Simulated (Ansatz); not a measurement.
Take TiC in the rock salt structure (space group Fm-3m, No. 225; relaxed with 0.1 eV smearing) as the base.

```
CELL_PARAMETERS angstrom
      0.00000     2.14668     2.14668
      2.14668     0.00000     2.14668
      2.14668     2.14668     0.00000
ATOMIC_POSITIONS crystal
  Ti 0.00000 0.00000 0.00000
  C  0.50000 0.50000 0.50000
```

Cartesian axes are those of the cell as printed.

Calculations: PBEsol (Ansatz, a quantum-chemistry and plane-wave program), scalar-relativistic without spin-orbit coupling.

Before the change:

The pressure is 0.0 GPa and the shortest interatomic distance is 2.147 Å. The band gap is zero.

One thing is altered: uniaxial strain ε_zz = −0.52 %, all other strain components held at zero; the atoms relax in the strained cell.

Q: Estimate the effect on the pressure, energy relative to the base, shortest interatomic distance and band gap.

A: The pressure (mean of the normal stresses, compression positive) goes from zero to 1.4 GPa; the energy grows by 0.5 meV/atom; the shortest interatomic distance shrinks by 0.011 Å, from 2.147 Å to 2.136 Å; the band gap remains zero.

No phonon test of stability was made. The base started in Pnma and relaxed to Fm-3m at this level. All final runs are without spin polarisation.
